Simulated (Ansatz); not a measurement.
The reference is CaSe in the rock salt structure (space group Fm-3m, No. 225; a = 5.869 Å).

Method: PBEsol (Ansatz, a first-principles code), no spin-orbit coupling.

Base values:

```
Property                        Value
---------  --------------------------
Pressure                     0.0 kbar
Band gap                      1.88 eV
Hole mass  0.17, 0.91, 0.91 mₑ (at Γ)
```

Modification: an isotropic linear strain of +1.00 %; the atoms relax in the strained cell.

Problem. Predict the new pressure.

Solution. The pressure goes from zero to -14.6 kbar.

Problem. What happens to the band gap?

Solution. The band gap increases by 0.07 eV, from 1.88 eV to 1.95 eV.

Problem. How does this affect the hole mass?

Solution. The hole mass (degenerate bands, along [100]) goes from 0.17, 0.91, 0.91 mₑ (at Γ) to 0.17, 0.94, 0.94 mₑ (at Γ).

Effective masses come from finite differences of ±0.01 Å⁻¹. No phonon test of stability was made.
